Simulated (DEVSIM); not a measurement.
**Si p+/n-/n+ power diode**

Structure: Si p+/n-/n+ power diode, at 300 K.

```csv
layer (left to right),material,thickness (μm),Nd (cm⁻³),Na (cm⁻³),τn (s),τp (s)
1,Si,2.00,-,1.2e18,5.4e-6,5.4e-6
2,Si,53.0,2e13,-,5.4e-6,5.4e-6
3,Si,5.70,2.7e18,-,5.4e-6,5.4e-6
```

Left contact: ohmic. Right contact: ohmic. Voltage is applied to the left contact. Recombination: SRH at mid-gap. Gap narrowing is on: ΔEg = 6.92 meV × (l + √(l² + 0.5)), l = ln(N/1.3e17 cm⁻³), shared equally by both band edges. Mobility is constant in doping.

This is a model device: material constants are rounded textbook-type values typed into the input, and sizes, dopings and lifetimes were drawn at random. Values at 300 K.

| parameter | Si |
|---|---|
| gap (eV) | 1.124 |
| affinity (eV) | 4.05 |
| permittivity | 11.7 |
| Nc (cm⁻³) | 2.86e19 |
| Nv (cm⁻³) | 3.1e19 |
| μn (cm²/Vs) | 1417 |
| μp (cm²/Vs) | 470 |

DEVSIM, 1D drift-diffusion, Boltzmann statistics, complete ionisation; no tunnelling, impact ionisation, image-force lowering or self-heating.

| Quantity | Result |
|---|---|
| Potential step across the device at zero bias | 0.942 V |
| Dark forward voltage at 1 A/cm² | 0.653 V |
| Dark forward voltage at 100 A/cm² | 0.822 V |

Small-signal capacitance in reverse bias (quasi-static):

```tsv
V (V)	C (nF/cm²)
-4	0.609
-10	0.397
-20	0.284
-30	0.233
-40	0.204
-60	0.196
-80	0.196
-100	0.196
-130	0.196
-160	0.196
-200	0.195
```

Dark forward current:

(V (V), J (A/cm²)): (0.05, 3.1e-8); (0.10, 1.3e-7); (0.15, 5.7e-7); (0.20, 2.7e-6); (0.25, 1.5e-5); (0.30, 8.9e-5); (0.35, 0.00046); (0.40, 0.0017); (0.45, 0.0051); (0.50, 0.015); (0.55, 0.050); (0.60, 0.20); (0.65, 0.90); (0.70, 4.3); (0.75, 18); (0.80, 64); (0.85, 180); (0.90, 410); (0.95, 790); (1.00, 1400); (1.05, 2100)
